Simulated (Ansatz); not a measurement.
Bond-angle distributions (per cent of the angles at each element, bins of 10°) of a relaxed model of amorphous Mg$_{10}$Si$_{10}$Te$_{30}$ at 4.82 g/cm³. Level of theory: PBE-D3(BJ), scalar-relativistic without spin-orbit coupling, PAW (Ansatz default set, large-core Te) (plane waves to 420 eV; Ansatz, a first-principles code).

It comes from a melt-quench run on a machine-learned potential (CHGNet), relaxed afterwards by DFT. The hot cell started wider than the set density and was brought back towards it in steps. It is the lowest in DFT energy of 2 quenches. It is a model cell: composition and starting density were chosen by hand, and all elements were melted together. The geometry includes D3(BJ) dispersion. Its density started from a set value of 4.71 and ended at 4.82 g/cm³. Cooling (nominally 83 K/ps over its main leg) ran many orders faster than in experiment, which tends to leave more defects and strain. A cell of this size samples the disorder only roughly. The volume was free in the relaxation, at fixed shape. Stress components on the final sampling reach 0.8 GPa. On a 2×2×2 Γ-centred mesh force components of up to 0.15 eV/Å stay, since the relaxation ran on one k-point at (1/4, 1/4, 1/4). Cycles of charging lowered its energy after that relaxation.

Cut-offs for bonds: Mg-Mg 3.38 Å, Mg-Si 3.02 Å, Mg-Te 3.44 Å, Si-Si 2.64 Å, Si-Te 2.84 Å, Te-Te 3.31 Å.

```csv
angle (°),at Mg,at Si,at Te
50-60,2,0,2
60-70,1,0,2
70-80,12,0,7
80-90,16,5,20
90-100,25,22,20
100-110,16,30,20
110-120,5,30,8
120-130,4,7,6
130-140,2,3,5
140-150,3,3,4
150-160,4,0,2
160-170,8,0,2
170-180,3,0,3
```

They go with these counts of neighbours within the cut-offs, cation contacts included: Mg mean 5.2, most often 5; Si mean 4.0, most often 4; Te mean 3.5, most often 3.
